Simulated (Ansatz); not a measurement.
# Effect of Zr → Y on hypothetical fluorite ZrSe2

Consider ZrSe2 in the fluorite structure (space group Fm-3m, No. 225; a = 6.508 Å; a hypothetical phase, not in the database extracts checked).

Now apply this change: every Zr is replaced by Y, then cell and atoms are relaxed.

Level of theory: PBEsol (Ansatz, a program for electronic structure), no spin-orbit coupling. Γ-centred 12×12×12 mesh, Fermi–Dirac width 0.05 eV.

```csv
quantity,base,changed,shift
volume per atom,22.96 Å³,25.72 Å³,+2.76 Å³
density,6.01 g/cm³,5.31 g/cm³,-0.693 g/cm³
lattice parameter a,12.297 bohr,12.771 bohr,+0.4734 bohr
space group,Fm-3m (No. 225),Fm-3m (No. 225),–
shortest interatomic distance,5.325 bohr,5.530 bohr,+0.205 bohr
band gap,zero,zero,–
```

Stability against distortions was not tested. As relaxed here, YSe2 is a hypothetical phase, not in the database extracts checked. The final runs are not spin-polarised. An odd electron count without spin: YSe2. YSe2 has a high density of states at the Fermi level and may be magnetic at this level.
